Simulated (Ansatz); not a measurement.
Output of an Ansatz run (abridged):

```
WARN the atoms were moved onto the symmetric positions of the space group found under crystal.symmetry.tolerance 1.0e-5 (fractional …
WARN ansatz: RAYON_NUM_THREADS=1 ignored (pool sized by the plan → 1); use --threads N
Pseudopotentials: kind: paw
Pseudopotential: Zr, paw, valence charge 12
Pseudopotential: Al, paw, valence charge 3
Pseudopotential: N, paw, valence charge 5
Crystal: 12 atoms, lattice volume = 151.033 Å³
Basis set: ecut = 420 eV, 2941 PW (Γ), exchange–correlation on 48×48×250 points (8 copies of the dense FFT grid, shifted against one another)
Bands: 61, of which v1, the nominal top of the filled ones, is band 49 counted from 1 (48 counted from 0)
Symmetry: 24 space group operations
Space group: P63/mmc (ITA 194), of the structure as read, at distance tolerance 5.3e-5 Å
k-points: 28 of 200
Initial density: superposition of atomic densities (neutral atoms: chi_scale 0, normalization atom), corrected by the library's trained network
Initial wavefunctions: pseudopotential atomic-orbital guess
Eigensolver: davidson
Functional: x = pbe(κ = 0.804, μ = 0.2195149727645171), c = pbe(β = 0.06672455060314922)
SCF iter   1: F=—  HF=-27726.028168 eV  |F-HF|=—  |Δ(HF+E_count)|=         —  Δρ=4.27e-3  dr2=1.33e-1  ethr=1.77e-3  ⟨swp⟩=6.0  Hψ=6954  notcnv=0  defer=9
all-band conjugate gradients solve this SCF's bands
preconditioner: auto → Kerker (q_TF=auto, 2.539 Å⁻¹)
SCF iter   2: F=—  HF=-27726.019905 eV  |F-HF|=—  |Δ(HF+E_count)|=   8.26e-3  Δρ=2.53e-3  dr2=5.27e-2  ethr=1.36e-4  ⟨swp⟩=1.0  Hψ=1988  notcnv=0  defer=12
SCF iter   3: F=—  HF=-27726.014452 eV  |F-HF|=—  |Δ(HF+E_count)|=   5.45e-3  Δρ=7.25e-4  dr2=1.26e-3  ethr=5.37e-5  ⟨swp⟩=1.9  Hψ=1769  notcnv=0  defer=12
SCF iter   4: F=—  HF=-27726.014237 eV  |F-HF|=—  |Δ(HF+E_count)|=   2.14e-4  Δρ=3.70e-4  dr2=3.71e-4  ethr=1.29e-6  ⟨swp⟩=2.0  Hψ=2397  notcnv=0  defer=12
SCF iter   5: F=—  HF=-27726.014180 eV  |F-HF|=—  |Δ(HF+E_count)|=   5.70e-5  Δρ=9.02e-5  dr2=1.41e-5  ethr=3.79e-7  ⟨swp⟩=2.0  Hψ=2320  notcnv=0  defer=12
SCF iter   6: F=—  HF=-27726.013901 eV  |F-HF|=—  |Δ(HF+E_count)|=   2.79e-4  Δρ=2.34e-5  dr2=1.06e-6  ethr=1.44e-8  ⟨swp⟩=2.3  Hψ=2383  notcnv=0  defer=12
SCF iter   7: F=-27726.013901 eV  HF=-27726.013901 eV  |F-HF|=1.01e-8  |Δ(HF+E_count)|=   8.27e-8  Δρ=4.48e-6  dr2=3.32e-8  ethr=1.02e-10  ⟨swp⟩=7.2  Hψ=7385  notcnv=0
SCF 1 converged in 7 iterations: F = -27726.013901 eV  dr2 = 3.32e-8
SCF converged after 7 iterations
Free energy (F): -27726.013901 eV
Harris-Foulkes:  -27726.013901 eV  (|F-HF|=1.01e-8)
Internal energy: -27725.875538 eV  (E = F + TS)
E sigma→0 (E₀):  -27725.944719 eV
Entropy (-TS):   -0.138363 eV (-11.530 meV/atom)
Fermi energy:    17.177814 eV
--- Per-component energies (eV) ---
  E_band       = -157.090468
  E_kinetic    = 2650.502199
  E_local      = -6270.114950  (includes V_loc(G=0)·N_el)
  E_nonlocal   = 680.090564
  E_hartree    = 2450.694481
  E_xc         = -1320.871480
  E_vxc        = -1550.897445  (∫ρ·V_xc dr)
  E_paw        = -19170.540179  (= ΣΔE_a)
  E_vpaw       = -568.062958  (= ΣTr[D̂ρ^β])
  E_aug_tail   = 0.000529  (compensation charges beyond the density's cutoff)
  E_ewald      = -6745.636701
  E_smearing   = -0.138363  (= −TS)
  E_closure    = 0.000000  (closes the sum)
  Σ components = -27726.013901   (vs F -27726.013901, Δ=0.00e0)
--- Forces (eV/Å), atoms counted from 1 ---
  atom   1  Zr     0.00000000     0.00000000     0.00000000
  atom   2  Zr     0.00000000     0.00000000     0.00000000
  atom   3  Zr     0.00000000     0.00000000     1.38462222
  atom   4  Zr    -0.00000000    -0.00000000     1.38462222
  atom   5  Zr    -0.00000000    -0.00000000    -1.38462222
  atom   6  Zr     0.00000000     0.00000000    -1.38462222
  atom   7  Al    -0.00000000    -0.00000000     0.00000000
  atom   8  Al     0.00000000     0.00000000    -0.00000000
  atom   9  N      0.00000000     0.00000000    -1.16803582
  atom  10  N     -0.00000000    -0.00000000    -1.16803582
  atom  11  N     -0.00000000    -0.00000000     1.16803582
  atom  12  N      0.00000000     0.00000000     1.16803582
  max |Σ_I F_I| component: 4.44e-16 eV/Å
--- Stress (GPa, compression-positive) ---
       40.785972       0.000000      -0.000000
        0.000000      40.785972       0.000000
       -0.000000       0.000000      51.751260
  P = ⅓ Tr σ = 44.4411 GPa (444.411 kbar)
  The stress holds the Pulay correction. Without it, at fixed plane waves, as pw.x and ABINIT print it: P = 44.1663 GPa
--- Band table (eV; the first three rows and the last of 28) ---
  k-point 0: bands = ["-31.8542", "-31.8542", "-31.1099", "-31.1085", "-31.0877", "-31.0864", "-10.8424", "-10.8338", "-9.6639", "-9.6254", "-9.5033", "-9.5033", "-9.5033", "-9.5033", "-9.1048", "-9.0733", "-8.7701", "-8.7701", "-8.7688", "-8.7688", [...]
  k-point 1: bands = ["-31.8542", "-31.8542", "-31.1092", "-31.1092", "-31.0870", "-31.0870", "-10.8381", "-10.8381", "-9.6451", "-9.6451", "-9.5033", "-9.5033", "-9.5033", "-9.5033", "-9.0885", "-9.0885", "-8.7695", "-8.7695", "-8.7695", "-8.7695", [...]
  k-point 2: bands = ["-31.8377", "-31.8376", "-31.0950", "-31.0936", "-31.0747", "-31.0734", "-10.7970", "-10.7892", "-9.8009", "-9.7842", "-9.5346", "-9.5346", "-9.4771", "-9.4574", "-9.1187", "-9.0876", "-8.8936", "-8.8904", "-8.8743", "-8.8726", [...]
  k-point 27: bands = ["-31.6582", "-31.6582", "-30.9342", "-30.9342", "-30.9333", "-30.9333", "-10.6607", "-10.6607", "-10.4252", "-10.4252", "-10.2596", "-10.2596", "-9.7464", "-9.7464", "-9.6514", "-9.6514", "-9.4684", "-9.4684", "-9.2867", [...]
```

The structure:

```
CELL_PARAMETERS angstrom
      3.11654     0.00000     0.00000
     -1.55827     2.69900     0.00000
      0.00000     0.00000    17.95541
ATOMIC_POSITIONS crystal
  Zr 0.00000 0.00000 0.00000
  Zr 0.00000 0.00000 0.50000
  Zr 0.33333 0.66667 0.13500
  Zr 0.66667 0.33333 0.63500
  Zr 0.66667 0.33333 0.86500
  Zr 0.33333 0.66667 0.36500
  Al 0.00000 0.00000 0.25000
  Al 0.00000 0.00000 0.75000
  N  0.33333 0.66667 0.57250
  N  0.66667 0.33333 0.07250
  N  0.66667 0.33333 0.42750
  N  0.33333 0.66667 0.92750
```

Problem. What input produced this log?

Solution. Other spellings and defaults could give the same log, and not every line can be read from it. The input that was run (DFT, PBE, plane waves, default PAW files):

Ansatz 0.2 input:
```yaml
crystal:
  lattice:
    - [3.116539, 0.000000, 0.000000]
    - [-1.558269, 2.699002, 0.000000]
    - [0.000000, 0.000000, 17.955410]
  atoms:
    - { symbol: Zr, position: [0.000000, 0.000000, 0.000000] }
    - { symbol: Zr, position: [0.000000, 0.000000, 0.500000] }
    - { symbol: Zr, position: [0.333333, 0.666667, 0.135000] }
    - { symbol: Zr, position: [0.666667, 0.333333, 0.635000] }
    - { symbol: Zr, position: [0.666667, 0.333333, 0.865000] }
    - { symbol: Zr, position: [0.333333, 0.666667, 0.365000] }
    - { symbol: Al, position: [0.000000, 0.000000, 0.250000] }
    - { symbol: Al, position: [0.000000, 0.000000, 0.750000] }
    - { symbol: N, position: [0.333333, 0.666667, 0.572500] }
    - { symbol: N, position: [0.666667, 0.333333, 0.072500] }
    - { symbol: N, position: [0.666667, 0.333333, 0.427500] }
    - { symbol: N, position: [0.333333, 0.666667, 0.927500] }
basis:
  ecutwfc: 420.0 eV
kpoints:
  mp_grid: { grid: [10, 10, 2] }
hamiltonian:
  xc: pbe
  pseudopotentials: { kind: paw }
scf:
  occupations: { method: fermi_dirac, width: 0.1 eV }
output:
  forces: true
  eigenvalues: true
  stress: true
```

The starting cell was generated: these elements placed on a structure prototype, without a prior relaxation; it need not be a known phase or ordering of this composition. With a pressure of about 44 GPa the cell is away from its equilibrium volume at this level. Forces in this geometry exceed 1 eV/Å. Ansatz's pressure includes its estimate of the finite-basis (Pulay) stress.

Ansatz is a program for electronic structure.
